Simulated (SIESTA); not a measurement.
Input and output of a self-consistent single point for Ca2In (Pnma, 12 atoms in the cell) (SIESTA).

Level of theory: GGA PBEsol, numerical atomic orbitals DZP, PseudoDojo PBEsol standard norm-conserving potentials (rewritten from UPF to PSML) (SIESTA).

```
CELL_PARAMETERS angstrom
      7.25647     0.00000     0.00000
      0.00000     5.36490     0.00000
      0.00000     0.00000     9.94008
ATOMIC_POSITIONS crystal
  Ca 0.46598 0.75000 0.79915
  Ca 0.53402 0.25000 0.20085
  Ca 0.03402 0.25000 0.29915
  Ca 0.96598 0.75000 0.70085
  Ca 0.32737 0.75000 0.43357
  Ca 0.67263 0.25000 0.56643
  Ca 0.17263 0.25000 0.93357
  Ca 0.82737 0.75000 0.06643
  In 0.27448 0.75000 0.11135
  In 0.72552 0.25000 0.88865
  In 0.22552 0.25000 0.61135
  In 0.77448 0.75000 0.38865
```

Reference input (self-consistent single point, DFT, GGA PBEsol, numerical atomic orbitals DZP, PseudoDojo PBEsol standard norm-conserving potentials (rewritten from UPF to PSML)): XC.functional = GGA; XC.authors = PBEsol; potentials = PseudoDojo PBEsol standard; PAO.BasisSize = DZP; PAO.EnergyShift = 0.01 Ry; MeshCutoff = 400 Ry; kgrid.MonkhorstPack = 4 6 3; OccupationFunction = FD; ElectronicTemperature = 0.1 eV; MaxSCFIterations = 150; SCF.Mixer.Method = Pulay; SCF.Mixer.Weight = 0.2. This run's input differs from it in these lines:

```diff
@@ -36,3 +36,3 @@
 PAO.EnergyShift              0.01 Ry
-MeshCutoff                   400 Ry
+MeshCutoff                   160 Ry
 %block kgrid.MonkhorstPack
```

The program printed (abridged):

```
        iscf     Eharris(eV)        E_KS(eV)     FreeEng(eV)     dDmax    Ef(eV) dHmax(eV)
   scf:    1   -15583.483374   -15614.383724   -15614.582274  1.455681 -3.562297  2.907868
   scf:    2   -15615.681868   -15615.048540   -15615.247785  0.052541 -3.549002  2.118226
   scf:    3   -15616.246481   -15615.738326   -15615.941523  0.111140 -3.519330  0.111596
   scf:    4   -15615.747656   -15615.744841   -15615.947524  0.011562 -3.525042  0.046656
   scf:    5   -15615.746218   -15615.745576   -15615.948091  0.002048 -3.525818  0.024597
   scf:    6   -15615.746270   -15615.745951   -15615.948246  0.002063 -3.527360  0.010687
   scf:    7   -15615.745974   -15615.745966   -15615.948260  0.000538 -3.527650  0.002642
   scf:    8   -15615.745989   -15615.745978   -15615.948260  0.000081 -3.527965  0.000548
SCF Convergence by DM+H criterion
max |DM_out - DM_in|         :     0.0000814664
max |H_out - H_in|      (eV) :     0.0005480362
SCF cycle converged after 8 iterations

Using DM_out to compute the final energy and forces

siesta: E_KS(eV) =           -15615.7460

siesta: E_KS - E_eggbox =    -15615.7460

siesta: Atomic forces (eV/Ang):
     1    0.035997   -0.000000   -0.042613
     2   -0.035997    0.000000    0.042613
     3   -0.035997   -0.000000   -0.042613
     4    0.035997   -0.000000    0.042613
     5   -0.103575   -0.000000   -0.001812
     6    0.103575   -0.000000    0.001812
     7    0.103575   -0.000000   -0.001812
     8   -0.103575   -0.000000    0.001812
     9    0.224750   -0.000000    0.078454
    10   -0.224750   -0.000000   -0.078454
    11   -0.224750    0.000000    0.078454
   [... lines left out ...]
siesta: FreeEng =    -15615.948260
   [... lines left out ...]
siesta:    -0.033097    0.000000   -0.000000
siesta:    -0.000000   -0.033744    0.000000
siesta:    -0.000000   -0.000000   -0.034816

siesta: Cell volume =        386.969659 Ang**3

siesta: Pressure (static):
siesta:                Solid            Molecule  Units
siesta:           0.00036906          0.00037259  Ry/Bohr**3
siesta:           0.03388561          0.03420969  eV/Ang**3
siesta:          54.29072564         54.80996929  kBar
```

The run converged in 8 iterations. Against the reference run the free energy drops by 3.1 meV/atom, the pressure hardly changes (5.41 to 5.43 GPa) and the largest force stays at 0.238 eV/Å.

The starting cell comes from a database of computed structures (which also holds hypothetical and non-ambient phases and stackings), without a prior relaxation at this level. Values carry the incompleteness of an atom-centred basis.

Cost on one core of a shared machine: roughly 40 s.
